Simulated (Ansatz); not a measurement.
## Response to strain in hypothetical ReO3 type CoCl3

Base system: CoCl3 in the ReO3 type structure (space group Pm-3m, No. 221; ferromagnetic; a hypothetical phase, not in the database extracts checked; relaxed with 0.1 eV smearing).

```
CELL_PARAMETERS angstrom
      4.56029     0.00000     0.00000
      0.00000     4.56029     0.00000
      0.00000     0.00000     4.56029
ATOMIC_POSITIONS crystal
  Co 0.00000 0.00000 0.00000
  Cl 0.50000 0.00000 0.00000
  Cl 0.00000 0.00000 0.50000
  Cl 0.00000 0.50000 0.00000
```

Cartesian axes are those of the cell as printed.

Strains are applied to the cell and any free atomic positions relax; under biaxial strain the out-of-plane vector relaxes too.

All numbers come from Ansatz (an electronic-structure program), PBEsol, PAW, cutoff 420 eV, without spin-orbit coupling.

Notes on the quantities. pressure: mean of the normal stresses, compression positive; energy relative to the base: free energy F.

```json
[
 {"variant": "base", "pressure": "0.0 GPa", "energy relative to the base": "0 meV/atom", "largest site moment": "1.76 μB", "volume per atom": "23.71 Å³"},
 {"variant": "biaxial strain +1.25 %, plane normal [001], relaxed out of plane", "pressure": "-0.8 GPa", "energy relative to the base": "+2.1 meV/atom", "largest site moment": "1.81 μB", "volume per atom": "24.11 Å³"},
 {"variant": "biaxial strain −1.95 %, plane normal [110], relaxed out of plane", "pressure": "1.1 GPa", "energy relative to the base": "+4.7 meV/atom", "largest site moment": "1.67 μB", "volume per atom": "23.19 Å³"},
 {"variant": "biaxial strain +1.80 %, plane normal [110], relaxed out of plane", "pressure": "-0.9 GPa", "energy relative to the base": "+3.9 meV/atom", "largest site moment": "1.83 μB", "volume per atom": "24.22 Å³"},
 {"variant": "biaxial strain +1.10 %, plane normal [111], relaxed out of plane", "pressure": "-0.5 GPa", "energy relative to the base": "+1.3 meV/atom", "largest site moment": "1.80 μB", "volume per atom": "23.99 Å³"},
 {"variant": "isotropic strain −2.11 %", "pressure": "3.5 GPa", "energy relative to the base": "+15 meV/atom", "largest site moment": "1.52 μB", "volume per atom": "22.24 Å³"},
 {"variant": "isotropic strain −0.97 %", "pressure": "1.5 GPa", "energy relative to the base": "+3.0 meV/atom", "largest site moment": "1.64 μB", "volume per atom": "23.03 Å³"},
 {"variant": "isotropic strain +1.18 %", "pressure": "-1.6 GPa", "energy relative to the base": "+4.2 meV/atom", "largest site moment": "1.88 μB", "volume per atom": "24.56 Å³"},
 {"variant": "uniaxial strain ε_yy = −4.70 %", "pressure": "2.7 GPa", "energy relative to the base": "+16 meV/atom", "largest site moment": "1.55 μB", "volume per atom": "22.59 Å³"},
 {"variant": "tensor shear ε_xy = −1.44 %", "pressure": "0.0 GPa", "energy relative to the base": "+1.2 meV/atom", "largest site moment": "1.76 μB", "volume per atom": "23.70 Å³"}
]
```

No phonon test of stability was made. No Hubbard U is applied and the magnetic state is the run's own (CoCl3 ferromagnetic); small cells can't hold the antiferromagnetic order that many such compounds have, so gaps and moments can be off.
